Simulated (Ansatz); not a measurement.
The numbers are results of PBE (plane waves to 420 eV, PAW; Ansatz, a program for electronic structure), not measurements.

Host crystal: wurtzite GaN, with a band gap (PBE, scalar-relativistic without spin-orbit coupling).

Planar average of the electrostatic potential across the slab, in eV from the highest filled level, for Ni on the (0001) surface of wurtzite GaN (2x2 N adatom at H3; a constructed slab, bottom: 3 H on 4 bottom sites), one in a cell of 36 Å², started at the site 'over Ga at depth 1.1 Å':

```csv
z (Å),V (eV)
5.49,2.44
5.78,2.44
6.07,2.44
6.36,2.44
6.64,2.43
6.93,2.43
7.22,2.43
7.51,2.43
7.80,2.43
8.09,2.42
8.38,2.40
8.67,2.35
8.96,2.24
9.24,1.97
9.53,1.07
9.82,0.00
10.11,-0.12
10.40,-4.07
10.69,-10.17
10.98,-12.70
11.27,-10.63
11.56,-8.02
11.84,-6.30
12.13,-3.31
12.42,-0.25
12.71,0.05
13.00,-4.00
13.29,-9.89
13.58,-12.33
13.87,-10.24
14.16,-7.78
14.44,-6.20
14.73,-3.31
15.02,-0.18
15.31,0.31
15.60,-3.53
15.89,-9.40
16.18,-12.14
16.47,-10.25
16.76,-7.76
17.04,-6.26
17.33,-3.51
17.62,-0.28
17.91,0.47
18.20,-3.03
18.49,-8.89
18.78,-11.95
19.07,-10.35
19.36,-7.76
19.64,-6.28
19.93,-3.70
20.22,-0.61
20.51,0.23
20.80,-2.82
21.09,-7.58
21.38,-10.67
21.67,-10.00
21.96,-7.68
22.24,-5.73
22.53,-3.61
22.82,-1.22
23.11,0.17
23.40,0.41
23.69,0.36
23.98,0.44
24.27,0.66
24.56,1.40
24.84,2.74
25.13,3.74
25.42,4.09
25.71,4.26
26.00,4.34
26.29,4.38
26.58,4.40
26.87,4.41
27.16,4.41
27.44,4.42
27.73,4.42
28.02,4.42
28.31,4.42
28.60,4.42
```

Model: 45-atom slab, 13.4 Å thick at the start with caps and adatoms under the adsorbate (thin: gaps and levels are the slab's own), 4x4x1 mesh, Fermi-Dirac 0.01 eV, dipole correction, 23 atoms held, the rest relaxed; start symmetry kept, larger cells not searched; spin-polarised, no spin-orbit, no U, no dispersion correction. The starting moment vanished. At the end it is bonded to Ga + N. In PBE it is, or lies within 0.03 eV of, the lowest of the starts that converged.

Problem. The surface cell has an area of 35.88 Å². What dipole along the normal does the step between the two vacuum levels imply?

Solution. the top vacuum level lies 1.98 eV above the bottom one; p = −ε₀ A ΔV (ε₀ = 0.005526 e/(V·Å)) gives -0.39 e·Å a cell.
